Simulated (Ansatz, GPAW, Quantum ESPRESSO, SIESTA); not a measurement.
## One structure in several programs: NiSi2 (Fm-3m, 3 atoms in the cell)

Self-consistent single point.

```
CELL_PARAMETERS angstrom
      0.00000     2.73638     2.73638
      2.73638     0.00000     2.73638
      2.73638     2.73638     0.00000
ATOMIC_POSITIONS crystal
  Si 0.25000 0.25000 0.25000
  Si 0.75000 0.75000 0.75000
  Ni 0.00000 0.00000 0.00000
```

All programs got the same cell, k-point mesh and kind of occupations (in Ansatz's words: kpoints.mp_grid.grid = 14 14 14; scf.occupations.method = fermi_dirac; scf.occupations.width = 0.05 eV); potentials, basis and cutoffs are each program's usual ones.

```tsv
code	model	pressure (GPa)	k-points	cutoff
Ansatz	PBE, default PAW files	-2.06	104	420 eV
Quantum ESPRESSO	PBE, PSlibrary ultrasoft (PBE) pseudopotentials	-2.29	104	50 Ry
GPAW	PBE, GPAW PAW datasets PBE (gpaw-data 1.0.1)	-0.91	104	800 eV
SIESTA	GGA PBE, numerical atomic orbitals DZP, PseudoDojo PBE standard norm-conserving potentials (rewritten from UPF to PSML)	-3.48	1484	grid 350 Ry
```

The spread over the programs that give each value: pressure within 2.57 GPa.

The starting cell has typed, rounded lattice constants, without a prior relaxation at this level. Its lattice was rescaled by a random factor within 2.5 % of one. On Ansatz's run: Spin polarisation is off.

Q: Why do the programs differ, and what cannot be compared?

A: Differences of this kind can come from the potentials, where these differ, and from what each basis and cutoff leave unconverged. The valence holds different numbers of electrons (Ansatz (a quantum-chemistry and plane-wave program) 26, Quantum ESPRESSO 18, GPAW 24, SIESTA 26). The zero of total energies and Fermi levels follows the potentials and each program's conventions, so they are not compared here. SIESTA uses small atom-centred bases, whose incompleteness enters pressures, forces and empty levels differently from a plane-wave cutoff. Ansatz's pressure is given at a fixed set of plane waves, as the other plane-wave codes print theirs; with its correction for the finite basis it is -2.02 GPa. The programs reduce the same mesh by symmetry to different extents, which changes the work and not the result. In the pressure, GPAW (by 1.15) and SIESTA (by 1.43) lie more than 1 GPa from the median of the plane-wave programs.

Left out of this page: ABINIT (with a known weakness of the program); Elk and FLEUR (not drawn, or without a comparable value).

Keys are those of Ansatz 0.2.
